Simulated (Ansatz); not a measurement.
Take a 15-atom supercell of WSi2 (space group I4/mmm, No. 139; a = 3.229 Å, c = 7.867 Å) at its relaxed geometry as the base.

Calculations: PBE in Ansatz (plane waves to 420 eV, PAW, no spin-orbit coupling).

For the base:

| Quantity | Value |
|---|---|
| Pressure | 0.0 GPa |

Modification: a neutral Si interstitial (started 1.75 Å from the nearest host atom), atoms relaxed at fixed cell, starting from a slightly rattled geometry.

Q: What does the calculation give for the largest displacement of a host atom from its site in the perfect cell, pressure and final site of the added atom after the change?

A: The largest displacement of a host atom from its site in the perfect cell is 0.45 Å; the pressure goes from zero to 24.0 GPa; the final site of the added atom amounts to 4 Si at 2.16 Å and 4 W at 2.55 Å.

In so small a cell the defect repeats every few ångströms: this is an ordered compound, not a dilute defect. All final runs are without spin polarisation. The defect cell is not spin-polarised.

Ansatz is an electronic-structure program.
